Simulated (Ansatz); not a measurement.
Sc, element substitutions

Take Sc in the hcp (Mg type) structure (space group P6_3/mmc, No. 194; a = 3.331 Å, c = 5.194 Å) as the base.

Each row replaces one element on all its sites; cell and atoms are relaxed.

Method: r2SCAN (Ansatz, a quantum-chemistry and plane-wave program), scalar-relativistic without spin-orbit coupling, earlier PAW set.

```tsv
change	lattice parameter a	c/a ratio
base	3.331 Å	1.559
Sc → Y	3.683 Å	(withheld)
Sc → Tl	3.521 Å	(withheld)
Sc → Ti	(withheld)	1.579
Sc → Ca	(withheld)	1.644
```

Q: What belongs in the blanks?

A: 
- Sc → Y, c/a ratio: 1.547
- Sc → Tl, c/a ratio: 1.591
- Sc → Ti, lattice parameter a: 2.936 Å
- Sc → Ca, lattice parameter a: 3.936 Å

No phonon test of stability was made. All final runs are without spin polarisation. This is not the structure that Ca has at room temperature and ambient pressure.
